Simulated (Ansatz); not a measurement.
The parent structure is SiC in the wurtzite structure (space group P6_3mc, No. 186; a = 3.056 Å, c = 5.016 Å).

Structures relaxed with LDA in Ansatz (plane waves to 420 eV, PAW, no spin-orbit coupling).

Base:

Simulated powder pattern, Mo Kα, λ = 0.71073 Å (kinematic, ideal powder, no thermal factors, no anomalous dispersion; the 10 strongest lines at most, above 2 %, up to 2θ = 40°):

| 2θ (°) | I/Imax (%) | hkl |
|---|---|---|
| 15.43 | 72 | (100) |
| 16.29 | 50 | (002) |
| 17.46 | 100 | (101) |
| 22.51 | 29 | (102) |
| 26.89 | 52 | (110) |
| 29.12 | 54 | (103) |
| 31.15 | 8.1 | (200) |
| 31.60 | 41 | (112) |
| 32.25 | 18 | (201) |
| 35.35 | 7.1 | (202) |

Perturbation: the cell is scaled by 1.0240 in all directions; the atoms relax in the strained cell.

After the change:

Simulated powder pattern, Mo Kα, λ = 0.71073 Å (kinematic, ideal powder, no thermal factors, no anomalous dispersion; the 10 strongest lines at most, above 2 %, up to 2θ = 40°):

```json
[
 {"2θ (°)": "15.07", "I/Imax (%)": "73", "hkl": "(100)"},
 {"2θ (°)": "15.91", "I/Imax (%)": "50", "hkl": "(002)"},
 {"2θ (°)": "17.05", "I/Imax (%)": "100", "hkl": "(101)"},
 {"2θ (°)": "21.98", "I/Imax (%)": "29", "hkl": "(102)"},
 {"2θ (°)": "26.25", "I/Imax (%)": "52", "hkl": "(110)"},
 {"2θ (°)": "28.42", "I/Imax (%)": "55", "hkl": "(103)"},
 {"2θ (°)": "30.40", "I/Imax (%)": "8.2", "hkl": "(200)"},
 {"2θ (°)": "30.84", "I/Imax (%)": "42", "hkl": "(112)"},
 {"2θ (°)": "31.47", "I/Imax (%)": "19", "hkl": "(201)"},
 {"2θ (°)": "39.08", "I/Imax (%)": "19", "hkl": "(203)"}
]
```

The indices refer to the base's conventional cell; one index is shown for lines that coincide.

Stability against distortions was not tested.

Ansatz is a program for electronic structure.
